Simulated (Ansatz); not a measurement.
Results of r²SCAN (PAW; Ansatz, a program for electronic structure) for HfC (model structure, F-43m, No. 216, 2 atoms in the cell).

Settings: plane-wave cutoff 560 eV, 12×12×12 k mesh, Fermi–Dirac smearing 0.01 eV, scalar-relativistic PAW data made under PBE.

Cell (relaxed at this level):

```cif
data_C4Hf4
_chemical_formula_sum 'Hf4 C4'
_space_group_name_H-M_alt 'F-43m'
_space_group_IT_number 216
_space_group_name_Hall 'F -4 2 3'
_cell_length_a 5.02676
_cell_length_b 5.02676
_cell_length_c 5.02676
_cell_angle_alpha 90.000
_cell_angle_beta 90.000
_cell_angle_gamma 90.000
loop_
_atom_site_label
_atom_site_type_symbol
_atom_site_symmetry_multiplicity
_atom_site_Wyckoff_symbol
_atom_site_fract_x
_atom_site_fract_y
_atom_site_fract_z
_atom_site_occupancy
Hf1 Hf 4 a 0.00000 0.00000 0.00000 1
C1 C 4 d 0.75000 0.75000 0.75000 1
```
(The calculation used a cell of 2 atoms; values per cell refer to that cell.)

Task: Predict the band gap and direct gap at Γ.

Result: 
* **band gap**: 0.57 eV
* **direct gap at Γ**: 6.19 eV

Note: the relaxation could raise the start's symmetry but not lower it, so the cell can be a saddle point.

Spin–orbit coupling is not included.

Computed values are for the static lattice.

A model structure was made by putting elements into a prototype or built by hand; it is no filed structure, need not be a known phase, and can be a saddle point held by its symmetry.
